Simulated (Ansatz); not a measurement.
## LiF in the rock salt structure (space group Fm-3m, No. 225)

```xyz
2
Lattice="0.0000 2.0339 2.0339 2.0339 0.0000 2.0339 2.0339 2.0339 0.0000" Properties=species:S:1:pos:R:3 pbc="T T T"
F      0.0000     0.0000     0.0000
Li     2.0339     2.0339     2.0339
```

All numbers come from Kohn–Sham DFT with the PBE functional, run in Ansatz (a first-principles code) with PAW and 420 eV plane waves, no spin-orbit coupling. Γ-centred 14×14×14 mesh, Fermi–Dirac width 0.05 eV.

| Property | Value |
|---|---|
| Volume per atom | 8.41 Å³ |
| Density | 2.56 g/cm³ |
| Band gap | 8.83 eV, direct at Γ |
| Electron mass | 0.86 mₑ |
| Lowest conduction-band minima above the VBM | Γ 8.83 eV |
| Total energy | -508.085 eV/atom (σ→0; compares only within this code and set-up) |

Effective masses come from finite differences of ±0.01 Å⁻¹. Stability against distortions was not tested.
